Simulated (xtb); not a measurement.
xtb 6.7.1, GFN2-xTB: Sr(OMe)(acac) (C[O][Sr]1[O]C(C)=CC(C)=[O]->1), 20 atoms. The geometry is a generated start, not checked to be a minimum at this level.

| Item | Result |
|---|---|
| method | GFN2-xTB |
| --acc | 1 (default) |
| --etemp (K) | 300 (default) |
| detailed input (--input) | none: ANC optimiser, Lindh (1995) Hessian, microcycle=20, maxdispl=1.0, hlow=0.01 (default) |
| basis functions | 56 |
| valence electrons | 54 |

```xyz
20

Sr     1.6898    -0.0970    -1.7092
O     -0.0065     1.1770    -1.8229
C     -0.9033     1.4870    -2.8298
H     -1.7226     2.0739    -2.3968
H     -0.4461     2.0955    -3.6260
H     -1.3446     0.5888    -3.2920
C     -1.2648    -2.3982     0.3881
C     -0.0367    -1.5302     0.2092
C      0.1994    -0.5560     1.1820
C      1.2285     0.3914     1.1631
C      1.2457     1.4057     2.2856
O      2.1476     0.4666     0.3049
O      0.6855    -1.7597    -0.7977
H     -1.3684    -2.7192     1.4210
H     -2.1444    -1.8186     0.1149
H     -1.1977    -3.2646    -0.2655
H     -0.4873    -0.5164     2.0160
H      0.3970     2.0749     2.1637
H      1.1642     0.9149     3.2520
H      2.1647     1.9844     2.2395
```

The structure is relaxed from this start with --opt LEVEL for the levels crude, sloppy, loose, lax, normal, tight, vtight, extreme, once each. Up to the end of the extreme run atoms move by at most 2.0 Å along an axis.

### Question
What is the loosest level that ends within 5 meV of the extreme run, and how many cycles does it take?

### Answer
tight: 112 cycles against 131, ending 0.090 meV above.

```
level    cycles  energy above the extreme run (meV)  gradient norm (eV/Å)
-------  ------  ----------------------------------  --------------------
crude         1                                  59                  0.17
sloppy        1                                  59                  0.17
loose         1                                  59                  0.17
lax           3                                  59                 0.067
normal       43                                  33                 0.034
tight       112                               0.090                 0.018
vtight      126                          under 0.01                0.0049
extreme     131                                   —                0.0015
```
